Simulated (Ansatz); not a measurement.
Input:

```yaml
crystal:
  lattice:
    - [3.93609, 0.05557, -0.09770]
    - [0.05557, 3.88942, -0.05894]
    - [-0.09994, -0.06029, 3.97732]
  atoms:
    - { symbol: Ti, position: [0.48590, 0.49429, 0.44073] }
    - { symbol: Ba, position: [0.99470, 0.99749, 0.92865] }
    - { symbol: O, position: [0.50497, 0.50287, 0.90978] }
    - { symbol: O, position: [0.50731, 0.00211, 0.41256] }
    - { symbol: O, position: [0.00712, 0.50324, 0.41428] }
```

No spin polarisation.

Level of theory: DFT with PBEsol, PAW potentials and a 420 eV plane-wave cutoff in Ansatz (a program for electronic structure), no spin-orbit coupling, earlier PAW set. Settings: 8×8×8 k-points, 0.05 eV Fermi–Dirac smearing.

Q: What is the computed smallest direct gap?

A: 2.10 eV.

Q: What pressure (mean of the normal stresses, compression positive) does the calculation give?

A: 7.39 GPa.

The cells carry an imposed strain or load. Stability against distortions was not tested. All final runs are without spin polarisation. The cell was made from BaTiO$_{3}$ (space group P4mm, No. 99) by this change: strain tensor (xx, yy, zz, yz, xz, xy) = (−0.49, −1.67, −1.70, −1.49, −2.47, +1.41) %.
